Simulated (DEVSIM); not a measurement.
Device: abrupt GaAs p-n junction, at 300 K.

Layer 1 from the left is GaAs, thickness (μm) 2.70, Na (cm⁻³) 2.9e16, τn (s) 6.3e-10, τp (s) 6.3e-10. Layer 2 from the left is GaAs, thickness (μm) 140, Nd (cm⁻³) 4.5e16, τn (s) 6.3e-10, τp (s) 6.3e-10.

Left contact: ohmic. Right contact: ohmic. Voltage is applied to the left contact. Recombination: SRH at mid-gap, radiative, Auger. Mobility is μmin + (μ − μmin)/(1 + (N/Nref)^α).

Constants are typed, rounded textbook-type inputs, not results; the design itself was drawn at random and stands for no fabricated device. Values at 300 K.

GaAs: gap (eV) 1.424, affinity (eV) 4.07, permittivity 12.9, Nc (cm⁻³) 4.7e17, Nv (cm⁻³) 9e18, μn (cm²/Vs) 8500, μp (cm²/Vs) 400, μn,min 500, μp,min 20, Nref,n 6e16, Nref,p 1.5e17, αn 0.39, αp 0.38, B (cm³/s) 2e-10, Cn (cm⁶/s) 1e-30, Cp (cm⁶/s) 1e-30.

Q: Estimate by hand the built-in potential, the peak field at zero bias, the capacitance at -0.6 V, and compare with a numerical solution.

A: 
- Built-in potential: ni = √(Nc Nv) exp(−Eg/2kT) = 2250000 cm⁻³ with Eg = 1.424 eV; Vbi = kT/q ln(Na Nd/ni²) = 1.215 V; numerical 1.215 V.
- Peak field at zero bias: depletion approximation: W = √(2εVbi/(qN)) = 0.313 μm with N = 1.76e16 cm⁻³; field = 2Vbi/W = 77500 V/cm; numerical 75900 V/cm (estimate above by 2.2 %).
- Capacitance at -0.6 V: C = √(qεN / 2(Vbi + |V|)) = 29.8 nF/cm²; numerical 30.2 nF/cm² (estimate below by 1.4 %).

DEVSIM, 1D drift-diffusion, Boltzmann statistics, complete ionisation; no tunnelling, impact ionisation, image-force lowering or self-heating.
